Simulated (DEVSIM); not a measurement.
Structure: abrupt GaSb p-n junction, at 300 K.

Layer 1 from the left is GaSb, thickness (μm) 0.940, Na (cm⁻³) 2.3e15, τn (s) 8.9e-8, τp (s) 8.9e-8. Layer 2 from the left is GaSb, thickness (μm) 0.420, Nd (cm⁻³) 5.6e15, τn (s) 8.9e-8, τp (s) 8.9e-8.

Left contact: ohmic. Right contact: ohmic. Voltage is applied to the left contact. Recombination: SRH at mid-gap, Auger. Mobility is constant in doping.

This is a model device: material constants are rounded textbook-type values typed into the input, and sizes, dopings and lifetimes were drawn at random. Values at 300 K.

GaSb: gap (eV) 0.726, affinity (eV) 4.06, permittivity 15.7, Nc (cm⁻³) 2.1e17, Nv (cm⁻³) 1.8e19, μn (cm²/Vs) 5000, μp (cm²/Vs) 850, Cn (cm⁶/s) 5e-30, Cp (cm⁶/s) 5e-30.

Simulated with DEVSIM: 1D drift-diffusion, Boltzmann statistics, complete ionisation; no tunnelling, impact ionisation, image-force lowering or self-heating.

Question: What does the simulation give for the potential step across the device at zero bias, the dark forward voltage at 100 A/cm², the dark forward voltage at 1 A/cm²?

Answer: potential step across the device at zero bias 0.401 V; dark forward voltage at 100 A/cm² 0.334 V; dark forward voltage at 1 A/cm² 0.204 V.
